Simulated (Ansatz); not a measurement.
**Sr under a change: uniaxial strain ε_zz = −2.05 %**

Base system: Sr in the fcc (Cu type) structure (space group Fm-3m, No. 225; a = 6.100 Å). Axes: x, y, z lie along the cube axes.

Perturbation: uniaxial strain ε_zz = −2.05 %, all other strain components held at zero; the atoms relax in the strained cell.

The values are results of r2SCAN (Ansatz, a first-principles code), without spin-orbit coupling, not measurements. Settings: 13×13×13 k-points, 0.05 eV Fermi–Dirac smearing.

The volume per atom decreases by 1.16 Å³ (56.74 Å³ → 55.58 Å³) and the space group becomes I4/mmm (No. 139) (base: Fm-3m (No. 225)). The energy rises by 1.1 meV/atom and the pressure (mean of the normal stresses, compression positive) goes from zero to 0.3 GPa. The band gap is still zero and the stress (xx, yy, zz, yz, xz, xy; compression positive) comes out as (0.2, 0.2, 0.3, 0.0, 0.0, 0.0) GPa (rough).

Final structure:

```xyz
1
Lattice="0.0000 3.0499 2.9874 3.0499 0.0000 2.9874 3.0499 3.0499 0.0000" Properties=species:S:1:pos:R:3 pbc="T T T"
Sr     0.0000     0.0000     0.0000
```

Without a gap, meshes like the base's 13×13×13 leave anisotropic stresses uncertain by several tenths of a GPa, and small strain energies with them. Stability against distortions was not tested.
